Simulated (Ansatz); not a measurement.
Effect of biaxial strain −2.50 %, plane normal [001], relaxed out of plane on Cu

The parent structure is Cu in the fcc (Cu type) structure (space group Fm-3m, No. 225; a = 3.5638 Å; relaxed with 0.1 eV smearing). Axes: x, y, z lie along the cube axes.

Perturbation: biaxial strain −2.50 %, plane normal [001], relaxed out of plane (Cartesian); in-plane vectors clamped, the third vector and the atoms free.

Level of theory: PBEsol (Ansatz, a quantum-chemistry and plane-wave program, PAW, no SOC). Γ-centred 32×32×32 mesh, Fermi–Dirac width 0.1 eV.

```json
[
 {"quantity": "volume per atom", "base": "11.32 Å³", "changed": "11.12 Å³", "shift": "-0.20 Å³"},
 {"quantity": "space group", "base": "Fm-3m (No. 225)", "changed": "I4/mmm (No. 139)", "shift": "–"},
 {"quantity": "energy relative to the base (free energy F)", "base": "0 meV/atom", "changed": "+8.0 meV/atom", "shift": "+8.0 meV/atom"},
 {"quantity": "band gap", "base": "zero", "changed": "zero", "shift": "–"},
 {"quantity": "out-of-plane strain", "base": "–", "changed": "+3.37 %", "shift": "–"},
 {"quantity": "ratio −ε⊥/ε∥", "base": "–", "changed": "1.35", "shift": "–"},
 {"quantity": "mean in-plane stress (compression positive)", "base": "–", "changed": "+4.8 GPa", "shift": "–"}
]
```

Final structure (turned so that z lies along the plane normal):

```yaml
crystal:
  lattice:
    - [2.45697, 0.00000, 0.00000]
    - [0.00000, 2.45697, 0.00000]
    - [1.22849, -1.22849, 1.84201]
  atoms:
    - { symbol: Cu, position: [0.00000, 0.00000, 0.00000] }
```

No phonon test of stability was made. All final runs are without spin polarisation.
